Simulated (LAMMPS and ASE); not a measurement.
Interatomic potentials scored against PBE on 5 thermal frames of Mo16Si32 melt, 48 atoms, from DFT MD at 2480 K and 0 GPa (started from the melt; by its diffusion the run was liquid).

Reference: DFT, PBE, plane waves, Ansatz's default PAW set, run with Ansatz at one k-point, whose own sampling error enters the misses (most for metals); rms force 1.31 eV/Å, static pressure -1.8 GPa, which carries the basis error of a finite cutoff. Potentials ran in LAMMPS and ASE. The MPtrj networks were trained on PBE and PBE+U, and their training set holds relaxations of crystals, many of these compositions among them. Potentials trained on another functional, or fitted to measurement, also carry the gap between that and the reference.

- CHGNet r2SCAN: CHGNet transfer-learned on r2SCAN data
- SevenNet-l3i5: SevenNet-l3i5, trained on MPtrj
- CHGNet 0.3.0: CHGNet 0.3.0, trained on MPtrj (PBE and PBE+U)
- SevenNet-0: SevenNet-0, trained on MPtrj

```
potential      force RMSE (eV/Å)  RMSE over rms force  force correlation  relative energy RMSE (meV/atom)  static pressure miss (GPa)
-------------  -----------------  -------------------  -----------------  -------------------------------  --------------------------
SevenNet-l3i5               0.39                 0.30               0.96                              6.7                        -0.7
CHGNet r2SCAN               0.51                 0.39               0.93                               10                        -5.5
SevenNet-0                  0.52                 0.40               0.97                               13                        -1.3
CHGNet 0.3.0                0.59                 0.45               0.96                              7.5                        -2.0
```
